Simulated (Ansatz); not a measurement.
## Several settings converged on CsH3O2 (Amm2, 6 atoms in the cell)

```xyz
6
Lattice="4.2715 0.0000 0.0000 0.0000 2.2237 4.0437 0.0000 -2.2237 4.0437" Properties=species:S:1:pos:R:3 pbc="T T T"
Cs     0.0000     0.0000     8.0187
H      2.1357     0.0000     4.5165
H      2.1357    -0.8484     2.1184
H      2.1357     0.8484     2.1184
O      2.1357     0.0000     5.4954
O      2.1357     0.0000     2.7017
```

Base method: LDA (PW92), default PAW files made with PBE (plane waves; Ansatz, a quantum-chemistry and plane-wave program).

Base settings: basis.ecutwfc = 30.9 Ry; kpoints.mp_grid.grid = 6 6 6; hamiltonian.xc = lda; hamiltonian.pseudopotentials = {kind: paw} (the program's default PAW files); scf.occupations.method = fixed.

The count of work is k-points × plane waves × bands × iterations; it is no time. Core times come from one kind of shared machine, to one figure; runs under 30 s give none.

**The cutoff for other potential files**

Level: DFT, LDA (PW92), plane waves, harder PAW files (source: ansatz) made with PBE.

In this ladder: hamiltonian.pseudopotentials = {kind: paw, source: ansatz}.

The second cell is the first with its lattice scaled by 0.98.

The mesh stays at the base's, so the ladder's end is converged at best in this setting alone.

The first pressure column holds Ansatz's estimate of the finite-basis (Pulay) stress, which hides part of the cutoff error; the other is without it.

Only quantities that move along the ladder and can be compared are tabulated.

```tsv
basis.ecutwfc	free energy less the last step's (meV/atom)	energy of the compressed cell less the first (meV/atom)	pressure (GPa)	pressure without the Pulay estimate (GPa)	largest difference of a force vector from the last step's (eV/Å)	count of work / last	core time / last (rough)
30.9 Ry	711.28	4.61	-0.60	-34.24	0.728	0.11	–
37.5 Ry	204.58	-1.18	-1.99	-14.45	0.194	0.15	–
47.8 Ry	23.50	-2.29	-2.15	-4.29	0.008	0.21	–
58.1 Ry	1.97	-2.27	-2.16	-2.39	0.004	0.28	–
68.4 Ry	0.47	-2.26	-2.16	-2.17	0.002	0.36	0.4
82 Ry	0.32	-2.27	-2.16	-2.17	0.001	0.47	0.5
102.5 Ry	0.12	-2.28	-2.16	-2.17	0.000	0.65	0.7
136.7 Ry	0.00	-2.28	-2.16	-2.16	0.000	1.0	1
```

Coarsest basis.ecutwfc that holds the energy of the compressed cell less the first within 0.2 meV/atom of the last step, with all finer ones: 47.8 Ry, at 0.21 of the last step's count of work; the step before is off by 1.1 meV/atom.

Coarsest basis.ecutwfc that holds the free energy within 5 meV/atom of the last step, with all finer ones: 58.1 Ry, at 0.28 of the last step's count of work; the step before is off by 23 meV/atom.

Coarsest basis.ecutwfc that holds the pressure without the Pulay estimate within 0.1 GPa of the last step, with all finer ones: 68.4 Ry, at 0.36 of the last step's count of work and about 0.4 of the last step's time; the step before is off by 0.22 GPa.

The energy difference between the two cells stays within 1 meV/atom of the last step's from 47.8 Ry on, the total only from 68.4 Ry on: much of the error is common to both cells and cancels.

At the lowest cutoff the pressure without the Pulay estimate lies 32.1 GPa under the last step's, the usual sign of Pulay stress in an incomplete plane-wave basis.

**The density cutoff**

The second cell is the first with its lattice scaled by 0.98.

The mesh stays at the base's, so the ladder's end is converged at best in this setting alone.

Only quantities that move along the ladder and can be compared are tabulated.

```tsv
basis.ecutrho_ratio	free energy less the last step's (meV/atom)	energy of the compressed cell less the first (meV/atom)	pressure (GPa)
2	-1.97	-1.90	-1.88
3	0.05	-2.40	-2.19
4	0.00	-2.40	-2.18
5	0.00	-2.40	-2.18
6	0.00	-2.40	-2.18
8	0.00	-2.40	-2.18
10	0.00	-2.40	-2.18
12	0.00	-2.40	-2.18
16	0.00	-2.40	-2.18
```

Coarsest basis.ecutrho_ratio that holds the free energy within 0.5 meV/atom of the last step, with all finer ones: 3; the step before is off by 2.0 meV/atom.

Coarsest basis.ecutrho_ratio that holds the pressure within 0.1 GPa of the last step, with all finer ones: 3; the step before is off by 0.30 GPa.

Coarsest basis.ecutrho_ratio that holds the energy of the compressed cell less the first within 0.2 meV/atom of the last step, with all finer ones: 3; the step before is off by 0.50 meV/atom.

The energy difference between the two cells stays within 1 meV/atom of the last step's from 2 on, the total only from 3 on: much of the error is common to both cells and cancels.

**The relaxed cell against the cutoff**

On CsH₃O₂ (Amm2, 6 atoms in the cell): atoms on their sites.

In this ladder: relax = cell and atoms.

The mesh stays at the base's, so the ladder's end is converged at best in this setting alone.

Only quantities that move along the ladder and can be compared are tabulated.

| basis.ecutwfc | relaxed volume (Å³/atom) | relaxation steps | core time / last (rough) |
|---|---|---|---|
| 15.4 Ry | 11.711 | 68 | 1 |
| 18.4 Ry | 11.519 | 57 | 1 |
| 21.7 Ry | 11.251 | 39 | 1 |
| 26.1 Ry | 11.300 | 19 | 0.8 |
| 30.9 Ry | 11.346 | 10 | 0.5 |
| 37.1 Ry | 11.340 | 8 | 0.5 |
| 46.3 Ry | 11.333 | 8 | 0.7 |
| 61.7 Ry | 11.333 | 8 | 1 |

Coarsest basis.ecutwfc that holds the relaxed volume within 0.011 Å³/atom of the last step, with all finer ones: 37.1 Ry; the step before is off by 0.013 Å³/atom.

At the lowest cutoff the cell relaxes to a volume 3.3 % larger than at the highest. Ansatz relaxes on a stress corrected for the finite basis.

On the base run: the starting cell comes from a database of computed structures (which also holds hypothetical and non-ambient phases and stackings), without a prior relaxation at this level. Its lattice was rescaled by up to half a per cent. One atom was moved a little off its site on purpose.

Keys are those of Ansatz 0.2.
